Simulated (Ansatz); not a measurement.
The reference is CaC2 (space group C2/c, No. 15; a = 6.594 Å, b = 4.166 Å, c = 7.330 Å, α = γ = 90.00°, β = 106.69°; a cell from a computed database, its experimental status unchecked).

Perturbation: Ba takes the place of Ca on all its sites; the structure is relaxed again.

Levels (all Ansatz, an electronic-structure program, PAW): r2SCAN (500 eV, no SOC); HSE06 (420 eV, without spin-orbit coupling).

The geometry is relaxed with r2SCAN.

- r2SCAN band gap = 2.32 eV

Task: How does going to HSE06 change the band gap?

Result: The band gap rises by 0.93 eV, from 2.32 eV to 3.25 eV.

Single points use the geometry relaxed with r2SCAN. HSE06 was sampled on its mesh, a few special points and the semilocal edge points, so its gap is an upper bound. No phonon test of stability was made. For BaC2 in this form, whether it has been made was not checked.
